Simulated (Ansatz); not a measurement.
Worked example: self-consistent single point of Cs (Pm, 4 atoms in the cell) in Ansatz (a first-principles code).

Level of theory: LDA (PW92), default PAW files made with PBE (plane waves; Ansatz).

```xyz
4
Lattice="5.5045 0.0000 0.0000 0.0000 9.9524 0.0000 0.0000 0.0000 9.2531" Properties=species:S:1:pos:R:3 pbc="T T T"
Cs     4.0979     6.0410     6.9398
Cs     1.4567     3.9114     2.3133
Cs     4.0479     8.8876     2.3133
Cs     1.4567     1.0648     6.9398
```

Reference input (self-consistent single point, DFT, LDA (PW92), plane waves, default PAW files made with PBE): basis.ecutwfc = 420 eV; kpoints.mp_grid.grid = 5 3 3; hamiltonian.xc = lda; hamiltonian.pseudopotentials = {kind: paw} (the program's default PAW files); scf.occupations.method = fermi_dirac; scf.occupations.width = 0.1 eV. This run's input differs from it in these lines:

Ansatz 0.2 input:
```diff
@@ -14,3 +14,3 @@
 kpoints:
-  mp_grid: { grid: [5, 3, 3] }
+  mp_grid: { grid: [8, 5, 5] }
 hamiltonian:
@@ -19,3 +19,3 @@
 scf:
-  occupations: { method: fermi_dirac, width: 0.1 }
+  occupations: { method: cold, width: 0.3 }
 output:
```

Output (repeated stretches shortened):

```
SCF iter   1: F=—  HF=-22019.279693 eV  |F-HF|=—  |Δ(HF+E_count)|=         —  Δρ=1.63e-3  dr2=8.36e-3  ethr=1.77e-3  ⟨swp⟩=6.6  Hψ=6644  notcnv=0
all-band conjugate gradients solve this SCF's bands
preconditioner: auto → Kerker (q_TF=auto, 1.756 Å⁻¹)
SCF iter   2: F=—  HF=-22019.275600 eV  |F-HF|=—  |Δ(HF+E_count)|=   4.09e-3  S|Δr|=    0.00e0  Δρ=8.99e-4  dr2=2.59e-3  ethr=2.32e-5  ⟨swp⟩=2.3  Hψ=3069  notcnv=0
   [... lines left out ...]
SCF iter   5: F=—  HF=-22019.275556 eV  |F-HF|=—  |Δ(HF+E_count)|=   6.88e-5  S|Δr|=    0.00e0  Δρ=2.13e-5  dr2=6.03e-6  ethr=1.32e-7  ⟨swp⟩=2.0  Hψ=1611  notcnv=0
SCF iter   6: F=—  HF=-22019.275557 eV  |F-HF|=—  |Δ(HF+E_count)|=   3.71e-7  S|Δr|=    0.00e0  Δρ=4.36e-6  dr2=2.14e-7  ethr=1.68e-8  ⟨swp⟩=3.0  Hψ=2661  notcnv=0
SCF iter   7: F=-22019.275557 eV  HF=-22019.275557 eV  |F-HF|=7.46e-9  |Δ(HF+E_count)|=   1.54e-7  S|Δr|=    0.00e0  Δρ=2.05e-6  dr2=3.65e-8  ethr=2.78e-10  ⟨swp⟩=9.3  Hψ=7037  notcnv=0
SCF 1 converged in 7 iterations: F = -22019.275557 eV  dr2 = 3.65e-8
Stability not checked (fill_not_monotonic)
Free energy (F): -22019.275557 eV
Internal energy: -22019.237037 eV  (E = F + TS)
E sigma→0 (E₀):  -22019.262717 eV
Entropy (-TS):   -0.038520 eV (-9.630 meV/atom)
Fermi energy:    1.620129 eV
--- Forces (eV/Å), atoms counted from 1 ---
  atom   1  Cs     0.00831719    -0.01489680    -0.00000000
  atom   2  Cs    -0.00932523     0.01491637     0.00000000
  atom   3  Cs     0.00998520     0.01475297    -0.00000000
  atom   4  Cs    -0.00897734    -0.01477245     0.00000000
--- Stress (GPa, compression-positive) ---
       -0.418956      -0.001696       0.000000
       -0.001696      -0.424360       0.000000
        0.000000       0.000000      -0.430399
  P = ⅓ Tr σ = -0.4246 GPa (-4.246 kbar)
  The stress holds the Pulay correction. Without it, at fixed plane waves, as pw.x and ABINIT print it: P = -0.4248 GPa
```

The run converged in 7 iterations. Against the reference run the free energy goes up by 21.8 meV/atom, the pressure stays at -0.42 GPa and the largest force stays at 0.018 eV/Å.

The starting cell comes from a database of computed structures (which also holds hypothetical and non-ambient phases and stackings), without a prior relaxation at this level. Its lattice was rescaled by up to half a per cent. One atom was moved a little off its site on purpose. Ansatz's pressure includes its estimate of the finite-basis (Pulay) stress.

Cost on one core of a shared machine: roughly 50 s.
